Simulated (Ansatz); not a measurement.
Structures of equal composition on the (111)B surface of 3C silicon carbide (C plane on top): (√3x√3)R30° Ge adatom at H3; (√3x√3)R30° Ge adatom at T4. The slabs share one bottom face, and each structure is named by its start. These are constructed structures in small cells; real faces may alloy, dewet or reconstruct in larger ones, and not all known structures of the face are among them. Slabs of about 11 Å with all that they carry, Fermi-Dirac smearing of 0.025 eV. Bottom of the slabs: H caps. Relaxed from the named starts with such symmetry as they have, on meshes of like density; energies extrapolated to zero smearing; no spin-orbit coupling, no U. Spin-polarised runs, if any, are marked in brackets, and their order is one that fits the cell; the others ran without spin. Where a second, spin-polarised start was run, the lower counts.

Host crystal: 3C silicon carbide, with a band gap (PBE, scalar-relativistic without spin-orbit coupling).

The numbers are results of r2SCAN, at the PBE geometry (plane waves to 500 eV, PAW; Ansatz, a first-principles code), not measurements.

### Question
Put the candidates in order of energy per 1x1 cell, lowest first, for r2SCAN, at the PBE geometry.

### Answer
(√3x√3)R30° Ge adatom at H3 (0.000 eV [spin, 1.0 μB a cell], gap 0.53 eV on the mesh), (√3x√3)R30° Ge adatom at T4 (0.030 eV [spin, 1.0 μB a cell], gap 0.43 eV on the mesh)
